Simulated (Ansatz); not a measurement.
O interstitial started as a split pair with O in beta Ga2O3 (start: split with O(2); 120-site cell, 2×2×2 shifted sampling). These are PBE, PAW (plane waves to 420 eV; Ansatz, a first-principles code) values and carry that method's errors. Total energies of the localised charge states, counted from that of charge +1, and their image corrections (point charge with alignment); the host's valence-band maximum lies at 7.561 eV on the cells' energy zero and its gap is 2.01 eV.

```
charge         moment (μB)  E − E(first) (eV)  correction (eV)
------  ------------------  -----------------  ---------------
+1                     1.0              0.000            0.210
0       not spin-polarised              8.106            0.000
```

Task: Derive the transition levels above the valence-band maximum and say which of them are thermodynamic.

Result: A level is the Fermi energy at which two charges have equal formation energy: ε(q/q′) = [E(q′) + corr(q′) − E(q) − corr(q)] / (q − q′) − E_VBM.
ε(+1/0) = [(8.106 + 0.000) − (0.000 + 0.210)] / 1 − 7.561 = 0.33 eV
Thermodynamic levels at least 0.1 eV inside the gap: (+1/0) at 0.33 eV. They hold to tenths of an eV in this cell. Charges with a result: +1, 0, −1, −2. Others weren't obtained, and one of them could lie lower, also by skipping a charge. At charge −1 the carrier sat in host band states, shallow at most. At charge −2 the carrier sat in host band states, shallow at most. The geometries come from one start. Flagged in the runs: a doubtful potential alignment, a host whose relaxation on this sampling wasn't shown to rest, a strain field that reaches the edge of the cell.
